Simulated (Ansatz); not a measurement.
The starting structures come from a database of crystals and need not be the phases stable at ambient conditions.

Tunnelling through a barrier is set by its complex band structure: the current falls as exp(−2κd) with the smallest κ.

Input:

```xyz
16
Lattice="7.8252 0.0000 0.0000 0.5152 7.8082 0.0000 0.0000 0.0000 7.7326" Properties=species:S:1:pos:R:3 pbc="T T T"
K      2.5245     2.3634     7.5788
K      5.8159     5.4448     3.7124
K      1.8346     5.8134     3.7651
K      6.5057     1.9948     7.6314
K      5.9215     1.4480     3.7651
K      2.4188     6.3602     7.6314
Sb     2.0249     1.8957     3.7236
Sb     6.3155     5.9125     7.5899
S      4.7847     4.4794     6.5161
S      3.5556     3.3288     2.6497
S      7.5709     7.0879     5.9803
S      0.7694     0.7203     2.1140
S      7.7662     4.6442     1.2013
S      0.5741     3.1640     5.0676
S      5.1454     7.4436     1.2013
S      3.1949     0.3646     5.0676
```

Space group of this cell: Cmc2_1. The cell is taken as given.

Transport runs along the normal of the first two printed cell vectors.

The gap is the functional's own, uncorrected, and κ follows it; spin-orbit coupling is left out. Mid-gap values are interpolated between the computed energies.

### Question
Predict the band gap and the smallest decay constant κ at mid-gap from PBEsol (Ansatz, a program for electronic structure).

### Answer
Gap 2.18 eV on a 4×4×4 mesh; κ = 0.246 1/Å, at the zone centre.
